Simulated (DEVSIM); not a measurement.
Device: illuminated Ge n-on-p cell, one wavelength, at 300 K.

Layer 1 from the left is Ge, thickness (μm) 0.900, Nd (cm⁻³) 8.5e17, τn (s) 2.3e-7, τp (s) 2.3e-8, absorption coefficient (cm⁻¹) 43000. Layer 2 from the left is Ge, thickness (μm) 150, Na (cm⁻³) 8.7e15, τn (s) 2.4e-7, τp (s) 2.4e-7, absorption coefficient (cm⁻¹) 43000.

Left contact: ohmic, minority hole recombination velocity 2e6 cm/s. Right contact: ohmic, minority electron recombination velocity 5000 cm/s. Voltage is applied to the left contact. Recombination: SRH at mid-gap, radiative, Auger. Light enters at the left, 2.4e18 photons cm⁻² s⁻¹, one pass, no reflection. Mobility is μmin + (μ − μmin)/(1 + (N/Nref)^α).

This is a model device: material constants are rounded textbook-type values typed into the input, and sizes, dopings and lifetimes were drawn at random. Values at 300 K.

Ge: gap (eV) 0.664, affinity (eV) 4, permittivity 16, Nc (cm⁻³) 1.04e19, Nv (cm⁻³) 6e18, μn (cm²/Vs) 3900, μp (cm²/Vs) 1900, μn,min 150, μp,min 100, Nref,n 2.6e17, Nref,p 4e17, αn 0.56, αp 0.6, B (cm³/s) 6.4e-14, Cn (cm⁶/s) 1e-31, Cp (cm⁶/s) 1e-31.

Model (solved in DEVSIM): 1D drift-diffusion, Boltzmann statistics, complete ionisation; no tunnelling, impact ionisation, image-force lowering or self-heating.

Dark forward current:

| |V| (V) | |J| (A/cm²) |
|---|---|
| 0.05 | 0.001088 |
| 0.10 | 0.008296 |
| 0.15 | 0.05678 |
| 0.20 | 0.3674 |
| 0.25 | 1.903 |
| 0.30 | 6.334 |
| 0.35 | 14.72 |
| 0.40 | 28.64 |
| 0.45 | 51.75 |
| 0.50 | 89.68 |
| 0.55 | 148.6 |
| 0.60 | 233.4 |
| 0.65 | 347.8 |
| 0.70 | 494.2 |
| 0.75 | 674.3 |
| 0.80 | 889.2 |
| 0.85 | 1140 |
| 0.90 | 1427 |
| 0.95 | 1751 |
| 1.00 | 2113 |

Problem. Work out the local ideality factor n = ΔV / (kT/q · ln(J2/J1)) between the rows 0.15 and 0.20 V, 0.95 and 1.00 V.

Solution. kT/q = 25.85 mV. From 0.15 to 0.20 V: ln(0.3674/0.05678) = 1.867, n = 1.04, near the 1 of diffusion or emission over a barrier. From 0.95 to 1.00 V: ln(2113/1751) = 0.188, n = 10.29.

Problem. What current could the absorbed light give at most, and what share is collected?

Solution. Σ αd = 649, so qΦ(1 − exp(−Σ αd)) = 385 mA/cm². The simulated short-circuit current is 127.0 mA/cm², a share of 0.33.

Problem. Estimate the open-circuit voltage by superposition: the voltage at which the dark current equals that short-circuit current.

Solution. Interpolating ln J in the table gives 0.172 V. The simulation gives 0.171 V, the same within the digits that matter. Superposition holds where collection doesn't change with voltage.
